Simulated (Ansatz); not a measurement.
Take K in the bcc (W type) structure (space group Im-3m, No. 229; a = 5.2123 Å) as the base.

Structures relaxed with PBEsol in Ansatz (plane waves to 420 eV, PAW, without spin-orbit coupling).

Base:

Simulated powder pattern, Cu Kα1, λ = 1.54056 Å (kinematic, ideal powder, no thermal factors, no anomalous dispersion; the 10 strongest lines at most, above 2 %, up to 2θ = 90°):

| 2θ (°) | I/Imax (%) | hkl |
|---|---|---|
| 24.13 | 100 | (110) |
| 34.38 | 19 | (200) |
| 42.44 | 39 | (211) |
| 49.42 | 12 | (220) |
| 55.72 | 15 | (310) |
| 61.58 | 3.6 | (222) |
| 67.14 | 16 | (321) |
| 77.66 | 7.8 | (411) |
| 82.74 | 4.4 | (420) |
| 87.76 | 3.9 | (332) |

After one change:

Simulated powder pattern, Cu Kα1, λ = 1.54056 Å (kinematic, ideal powder, no thermal factors, no anomalous dispersion; the 10 strongest lines at most, above 2 %, up to 2θ = 90°):

| 2θ (°) | I/Imax (%) |
|---|---|
| 20.93 | 100 |
| 29.77 | 21 |
| 36.67 | 47 |
| 42.60 | 15 |
| 47.92 | 22 |
| 57.44 | 25 |
| 66.03 | 12 |
| 70.11 | 6.9 |
| 81.82 | 14 |
| 89.41 | 7.7 |

Question: Name the change that was made.
A. K → Li
B. K → Cs
C. K → Rb

Answer: B, K → Cs. Its volume per atom is 107.87 Å³ against 70.80 Å³, and its space group is Im-3m (No. 229).

Whether these cells are dynamically stable was not tested. All final runs are without spin polarisation.

Ansatz is an electronic-structure program.
